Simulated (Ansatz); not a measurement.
**How the band gap of BiVO4 (I4₁/a, No. 88; start COD 9012062; high-temperature phase) moves with the method**

No measured value is used here.

```json
[
 {"level (code)": "LDA (Ansatz)", "value (eV)": "2.18"},
 {"level (code)": "PBE (Ansatz)", "value (eV)": "2.23"},
 {"level (code)": "PBE+SOC (Ansatz)", "value (eV)": "2.08 (indirect)"},
 {"level (code)": "PBEsol (Ansatz)", "value (eV)": "2.20"},
 {"level (code)": "r²SCAN (Ansatz)", "value (eV)": "2.49"},
 {"level (code)": "r²SCAN+SOC (Ansatz)", "value (eV)": "2.34 (indirect)"},
 {"level (code)": "B3LYP (VWN-RPA form) (Ansatz)", "value (eV)": "3.73"},
 {"level (code)": "r²SCAN0 (Ansatz)", "value (eV)": "4.32"},
 {"level (code)": "Hartree–Fock (Ansatz)", "value (eV)": "10.80"}
]
```

Computed values are for a static lattice. Levels without +SOC have no spin–orbit coupling; where heavier elements are present it shifts gaps, mostly down, and can invert bands. The crystal itself was run without spin with LDA, PBE, PBEsol, r²SCAN, B3LYP (VWN-RPA form), r²SCAN0, Hartree–Fock. Values are at the measured cell. Cutoffs and k meshes differ between the levels. Ansatz's density-functional and Hartree–Fock values are scalar-relativistic unless marked +SOC, with PAW data made under PBE.

Ansatz is a first-principles code.
